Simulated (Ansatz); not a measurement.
An Ansatz (an electronic-structure program) input (PBE in Ansatz (plane waves to 420 eV, PAW, no SOC)):

Ansatz 0.2 input:
```yaml
crystal:
  lattice:
    - [0, 3.1067147822, 3.1067147822]
    - [3.1067147822, 0, 3.1067147822]
    - [3.1067147822, 3.1067147822, 0]
  atoms:
    - { symbol: Ga, position: [0, 0, 0] }
    - { symbol: Sb, position: [0.25, 0.25, 0.25] }
basis: { ecutwfc: 420, ecutrho_ratio: 4, xc_grid: 2, fft_grid_basis: typed }
kpoints: { mp_grid: { grid: [13, 13, 13] } }
hamiltonian:
  xc: pbe
  dispersion: none
  pseudopotentials: { kind: paw }
scf: { occupations: { method: fermi_dirac, width: 0.05 }, convergence: { dr2_threshold: 0.0000000002 } }
output: { forces: true, stress: true }
checkpoint: { write: state.ck, write_every: 1000 }
```

Which symmetry and how many k-points will the program report, and about how many plane waves at Γ?

Space group F-43m (ITA 216) with 24 operations, k-points 84 of 2197, and 1211 plane waves at Γ.

Whether these cells are dynamically stable was not tested. All final runs are without spin polarisation. The cell is GaSb in the zinc blende structure (space group F-43m, No. 216).
